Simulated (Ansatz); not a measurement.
# NbO₃ (model structure, started from the ReO3 type, Pm-3m, No. 221, 4 atoms in the cell)

These are LDA (plane waves, PAW; Ansatz, a first-principles code) values and carry that method's errors.

Numerical settings: plane-wave cutoff 520 eV, 14×14×14 k mesh, Fermi–Dirac smearing 0.05 eV, spin-polarised with parallel moments, scalar-relativistic PAW data made under PBE.

Cell (relaxed with PBEsol):

```
CELL_PARAMETERS angstrom
      3.92455     0.00000     0.00000
      0.00000     3.92455     0.00000
      0.00000     0.00000     3.92455
ATOMIC_POSITIONS crystal
  Nb 0.00000 0.00000 0.00000
  O  0.00000 0.50000 0.00000
  O  0.50000 0.00000 0.00000
  O  0.00000 0.00000 0.50000
```
Starting moments (μB, in the order of the record's atoms Nb O O O): 1.0 0.0 0.0 0.0.

```json
{
  "band_gap": "zero (no gap)",
  "magnetic moment (largest site, within a sphere)": "0.08 μB"
}
```

Note: the starting moments vanished in the run, and other orders were not tried; moments this small hang on the smearing and the k mesh; the moments ended far under their starting size, a low-moment state that need not be the lowest; the collinear magnetic order is the start's and need not be the measured one; the relaxation could raise the start's symmetry but not lower it, so the cell can be a saddle point; cell and atoms aren't relaxed at this level (pressure -4.3 GPa); functionals without U or exact exchange can leave correlated insulators metallic, so the missing gap need not be real.

Moments are spin moments.

Spin–orbit coupling is not included.

The computed numbers hold no vibrational or temperature effects.

A model structure was made by putting elements into a prototype or built by hand; it is no filed structure, need not be a known phase, and can be a saddle point held by its symmetry.
